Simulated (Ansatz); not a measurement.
# Al, response to strain

Start from Al in the fcc (Cu type) structure (space group Fm-3m, No. 225; a = 3.994 Å; relaxed with 0.1 eV smearing).

Strains are applied to the cell and any free atomic positions relax.

Method: Ansatz (an electronic-structure program), r2SCAN, PAW, cutoff 500 eV, no SOC.

Notes on the quantities. energy relative to the base: free energy F.

```
case                      energy relative to the base  volume per atom
------------------------  ---------------------------  ---------------
base                                       0 meV/atom         15.92 Å³
isotropic strain +0.50 %                +1.0 meV/atom         16.16 Å³
isotropic strain +1.00 %                +4.0 meV/atom         16.41 Å³
isotropic strain +1.50 %                +8.8 meV/atom         16.65 Å³
isotropic strain +2.00 %                 +15 meV/atom         16.90 Å³
isotropic strain +2.50 %                 +24 meV/atom         17.15 Å³
isotropic strain +3.00 %                 +33 meV/atom         17.40 Å³
```

Stability against distortions was not tested.
